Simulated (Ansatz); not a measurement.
Start from ZnO in the wurtzite structure (space group P6_3mc, No. 186).

```yaml
crystal:
  lattice:
    - [3.18693, 0.00000, 0.00000]
    - [-1.59347, 2.75997, 0.00000]
    - [0.00000, 0.00000, 5.15257]
  atoms:
    - { symbol: Zn, position: [0.33333, 0.66667, 0.00180] }
    - { symbol: Zn, position: [0.66667, 0.33333, 0.50180] }
    - { symbol: O, position: [0.33333, 0.66667, 0.38020] }
    - { symbol: O, position: [0.66667, 0.33333, 0.88020] }
```

Cartesian axes are those of the cell as printed.

Calculations: LDA (Ansatz, a program for electronic structure, PAW, no SOC).

For the base:

* **Band gap**: 0.80 eV
* **Pressure**: 0.00 GPa
* **Shortest interatomic distance**: 1.944 Å

The change: uniaxial strain ε_zz = +3.00 %, all other strain components held at zero; the atoms relax in the strained cell.

**Question.** How does this affect the band gap, pressure and shortest interatomic distance?

**Answer.** The band gap drops by 0.09 eV (0.80 eV → 0.71 eV); the pressure (mean of the normal stresses, compression positive) goes from zero to -4.56 GPa; the shortest interatomic distance goes up by 0.0186 Å to 1.962 Å.

Whether these cells are dynamically stable was not tested.
